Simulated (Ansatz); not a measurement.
Rh (Fm-3m): band-structure transport figures

Data:

```xyz
1
Lattice="0.0000 1.9147 1.9147 1.9147 0.0000 1.9147 1.9147 1.9147 0.0000" Properties=species:S:1:pos:R:3 pbc="T T T"
Rh     0.0000     0.0000     0.0000
```

All values below come from PBE, rigid bands (plane waves, PAW, scalar-relativistic; Ansatz, a quantum-chemistry and plane-wave program). Condition of this run: functional PBE, cell relaxed with it. Cell: cell and atoms relaxed with PBE.

* **density of states at the Fermi level**: 1.33 states/(eV·cell), both spins
* **bare Sommerfeld coefficient**: 3.1 mJ/(mol of atoms·K²)
* **Drude plasma energy**: 9.9 eV
* **root-mean-square Fermi velocity**: 6.3e5 m/s
* **resistivity times τ**: 5.0 ×10⁻²² Ω·m·s
* **resistivity times mean free path**: 3.3 ×10⁻¹⁶ Ω·m²

A metal at this level (no band gap); rigid bands, thermally averaged at 300 K, both spins. Spin-orbit coupling is left out. τ is one relaxation time for all states; the product of resistivity and mean free path takes one path for all states instead.
